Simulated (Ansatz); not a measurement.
Here is the system:

```
CELL_PARAMETERS angstrom
      0.00000     1.86113     1.86113
      1.86113     0.00000     1.86113
      1.86113     1.86113     0.00000
ATOMIC_POSITIONS crystal
  Cu 0.00000 0.00000 0.00000
```

No spin polarisation.

Calculations: PBE (Ansatz, a first-principles code, PAW, scalar-relativistic without spin-orbit coupling), earlier PAW set. Γ-centred 31×31×31 mesh, Fermi–Dirac width 0.1 eV.

### Question
Estimate the band gap.

### Answer
Zero.

### Question
Estimate the pressure.

### Answer
-8.9 GPa.

### Question
Estimate the space group.

### Answer
Fm-3m (No. 225).

The cells carry an imposed strain or load. No phonon test of stability was made. All final runs are without spin polarisation. The cell was made from Cu in the fcc (Cu type) structure (space group Fm-3m, No. 225) by this change: isotropic strain +2.57 %.
